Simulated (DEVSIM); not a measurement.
## abrupt Si n-p junction

Device: abrupt Si n-p junction, at 400 K.

| layer (left to right) | material | thickness (μm) | Nd (cm⁻³) | Na (cm⁻³) | τn (s) | τp (s) |
|---|---|---|---|---|---|---|
| 1 | Si | 29.0 | 1.3e18 | - | 0.00029 | 0.00029 |
| 2 | Si | 46.0 | - | 1.3e14 | 0.00029 | 0.00029 |

Left contact: ohmic. Right contact: ohmic. Voltage is applied to the left contact. Recombination: SRH at mid-gap. Mobility is μmin + (μ − μmin)/(1 + (N/Nref)^α).

Constants are typed, rounded textbook-type inputs, not results; the design itself was drawn at random and stands for no fabricated device. Values at 300 K; Nc and Nv go as T^1.5, mobilities as T to minus their exponent, the gap by Varshni's rule with the affinity fixed.

| parameter | Si |
|---|---|
| gap (eV) | 1.124 |
| affinity (eV) | 4.05 |
| permittivity | 11.7 |
| Nc (cm⁻³) | 2.86e19 |
| Nv (cm⁻³) | 3.1e19 |
| μn (cm²/Vs) | 1417 |
| μp (cm²/Vs) | 470 |
| μn,min | 52 |
| μp,min | 45 |
| Nref,n | 9.7e16 |
| Nref,p | 2.2e17 |
| αn | 0.68 |
| αp | 0.72 |
| T exponent of μn | 2.3 |
| T exponent of μp | 2.2 |
| Varshni α (eV/K) | 0.000473 |
| Varshni β (K) | 636 |

Model (solved in DEVSIM): 1D drift-diffusion, Boltzmann statistics, complete ionisation; no tunnelling, impact ionisation, image-force lowering or self-heating.

| Item | Result |
|---|---|
| Potential step across the device at zero bias | 0.533 V |
| Largest field in the device at zero bias | 72000 V/cm |
| Dark forward voltage at 1 A/cm² | 0.338 V |
| Dark forward voltage at 100 A/cm² | 0.651 V |

Dark forward current:

(V (V), J (A/cm²)): (-0.05, -0.00072); (-0.10, -0.0037); (-0.15, -0.016); (-0.20, -0.059); (-0.30, -0.51); (-0.35, -1.2); (-0.40, -2.8); (-0.45, -6.2); (-0.50, -13); (-0.55, -27); (-0.60, -53); (-0.70, -170); (-0.75, -270); (-0.80, -380); (-0.85, -490); (-0.90, -590); (-0.95, -670); (-1.05, -790); (-1.10, -830); (-1.15, -870); (-1.20, -900); (-1.25, -930); (-1.30, -960); (-1.35, -980); (-1.45, -1000); (-1.50, -1000); (-1.55, -1100); (-1.60, -1100)
